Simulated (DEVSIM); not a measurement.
Structure: Pt/AlN/SiO2/n-Si capacitor, at 250 K.

```csv
layer (left to right),material,thickness (nm),Nd (cm⁻³)
1,AlN,6.00,-
2,SiO2,0.980,-
3,Si,6200,8.5e15
```

Metal gate on the left, work function 5.6 eV. Fixed charge at the semiconductor interface -2.3e10 cm⁻² (in units of +e); no interface traps.

This is a model device: material constants are rounded textbook-type values typed into the input, and sizes, dopings and lifetimes were drawn at random. Values at 300 K; Nc and Nv go as T^1.5, mobilities as T to minus their exponent, the gap by Varshni's rule with the affinity fixed.

| parameter | AlN | SiO2 | Si |
|---|---|---|---|
| gap (eV) | 6.1 | 9 | 1.124 |
| affinity (eV) | 1.9 | 0.9 | 4.05 |
| permittivity | 8.5 | 3.9 | 11.7 |
| Nc (cm⁻³) | - | - | 2.86e19 |
| Nv (cm⁻³) | - | - | 3.1e19 |
| Varshni α (eV/K) | - | - | 0.000473 |
| Varshni β (K) | - | - | 636 |

DEVSIM, 1D Poisson equation in equilibrium, Boltzmann statistics, complete ionisation; no quantum confinement or tunnelling. Metal contacts follow the ideal Schottky-Mott rule: no Fermi-level pinning, no interface dipoles.

Tabulate band edges, carrier densities and field at 0.9 V on the gate.

Energies count from the Fermi level of the right contact; mesh points crowd at the junctions.

```tsv
x (μm)	Ec (eV)	Ev (eV)	n (cm⁻³)	p (cm⁻³)	field (V/cm)
0.000	2.800	-3.300	< 1e2	< 1e2	-41000
0.001359	2.794	-3.306	< 1e2	< 1e2	-41000
0.003570	2.785	-3.315	< 1e2	< 1e2	-41000
0.005372	2.778	-3.322	< 1e2	< 1e2	-41000
0.006506	3.771	-5.229	< 1e2	< 1e2	-90000
0.007341	0.615	-0.521	8600000	7.5e8	-33000
0.009493	0.608	-0.528	1.2e7	5.4e8	-33000
0.01785	0.581	-0.555	4.2e7	1.5e8	-32000
0.03485	0.528	-0.608	4.9e8	1.3e7	-30000
0.07354	0.423	-0.713	6.5e10	99000	-25000
0.1693	0.246	-0.890	2.3e14	< 1e2	-12000
0.5410	0.169	-0.967	8.5e15	< 1e2	≈ 0
1.298	0.169	-0.967	8.5e15	< 1e2	≈ 0
3.107	0.169	-0.967	8.5e15	< 1e2	≈ 0
5.228	0.169	-0.967	8.5e15	< 1e2	≈ 0
5.802	0.169	-0.967	8.5e15	< 1e2	≈ 0
6.040	0.169	-0.967	8.5e15	< 1e2	≈ 0
6.138	0.169	-0.967	8.5e15	< 1e2	≈ 0
6.187	0.169	-0.967	8.5e15	< 1e2	≈ 0
6.199	0.169	-0.967	8.5e15	< 1e2	≈ 0
6.204	0.169	-0.967	8.5e15	< 1e2	≈ 0
6.207	0.169	-0.967	8.5e15	< 1e2	≈ 0
```
